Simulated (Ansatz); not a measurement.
For PbS (Fm-3m, No. 225, 2 atoms in the cell; start mp-1057015), LDA (Ansatz, a quantum-chemistry and plane-wave program, PAW) gives:

```
Quantity                Value
---------------  ------------
bulk modulus B0      63.4 GPa
cohesive energy  4.37 eV/atom
band gap              0.06 eV
```

Task: What does r²SCAN (plane waves, PAW; Ansatz) give for the same quantities?

Result: 
- bulk modulus: 58.0 GPa (shrinks by 8.5 %)
- cohesive energy: 3.55 eV/atom (falls by 0.82 eV/atom)
- band gap: 0.69 eV (goes up by 0.63 eV)

Changes are worked out from the printed values.

Unless a cell is named, each level is at its own relaxed cell (LDA 24.97, r²SCAN 26.66 Å³/atom).

Levels without +SOC leave out spin–orbit coupling, which shifts energies and cells of such heavy elements.

Spin–orbit coupling is included only where a level's name says +SOC; with heavier elements it mostly lowers gaps and can invert bands. Density-functional gaps are differences of (generalised) Kohn–Sham levels.

Caveats: the bulk modulus is −V dP/dV from two relaxed cells at ±2 % in volume (LDA, r²SCAN); the relaxation could not lower the start's symmetry, so the cell can be a saddle point above a distorted one (LDA, r²SCAN). Ansatz's density-functional and Hartree–Fock values are scalar-relativistic unless marked +SOC, with PAW data made under PBE.

A start named mp-… is a Materials Project structure, which need not be a measured phase.
